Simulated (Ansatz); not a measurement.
PBE against PBEsol: PbTe, pressure 15 GPa

Base system: PbTe in the rock salt structure (space group Fm-3m, No. 225; a = 6.569 Å).

(Cell as relaxed with PBE.)

Levels (all Ansatz, a program for electronic structure, PAW): PBE (420 eV, no SOC); PBEsol (420 eV, no spin-orbit coupling).

Each level relaxes its own structure.

| base | PBE | PBEsol |
|---|---|---|
| volume per atom | 35.43 Å³ | 33.42 Å³ |
| lattice parameter a | 6.569 Å | 6.442 Å |
| band gap | 0.83 eV | 0.65 eV |

Modification: a hydrostatic pressure of 15 GPa.

```tsv
quantity	PBE	PBEsol
valley order (the lowest conduction-band minima on the path, energy above the VBM, named in the base's zone)	L along ⟨111⟩ 0.23 eV; a point along ⟨110⟩, about 0.5 Å⁻¹ from Γ 0.98 eV; a point along ⟨100⟩, about 0.3 Å⁻¹ from Γ 1.49 eV	L along ⟨111⟩ 0.05 eV; a point along ⟨110⟩, about 0.5 Å⁻¹ from Γ 0.86 eV; a point along ⟨100⟩, about 0.3 Å⁻¹ from Γ 1.38 eV
volume per atom	28.12 Å³	27.13 Å³
```

Both order the valleys alike; PBE's volume per atom lies 0.99 Å³ above PBEsol's (3.7 %). Neither level is exact; PBEsol is the comparison here, not a measurement.

With Pb and Te present, leaving out spin-orbit coupling can change the band edges. Load acts through the strain it causes; cell and atoms are relaxed under it. Stability against distortions was not tested. No other phases were tried under pressure. All final runs are without spin polarisation. The zero or small gap of PbTe under pressure 15 GPa can change with the level of theory.
